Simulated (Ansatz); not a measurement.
For Al2Cu (model structure, started from the MoSi2 type, I4/mmm, No. 139, 3 atoms in the cell), PBE (PAW; Ansatz, a first-principles code) gives:

equilibrium lattice constant a: 3.436 Å
c axis length: 7.705 Å
formation enthalpy: -0.024 eV/atom

Q: What does PBE-D3(BJ) (Ansatz, plane waves, PAW) give for the same quantities?

A: 
- lattice constant a: 3.355 Å (decreases by 2.4 %)
- lattice parameter c: 7.684 Å (decreases by 0.3 %)
- formation enthalpy: 0.000 eV/atom (moves by +0.024 eV/atom)

Changes are worked out from the printed values.

Unless a cell is named, each level is at its own relaxed cell (PBE 15.16, PBE-D3(BJ) 14.42 Å³/atom).

Ansatz's density-functional and Hartree–Fock values are scalar-relativistic unless marked +SOC, with PAW data made under PBE.

A model structure was made by putting elements into a prototype or built by hand; it is no filed structure, need not be a known phase, and can be a saddle point held by its symmetry.
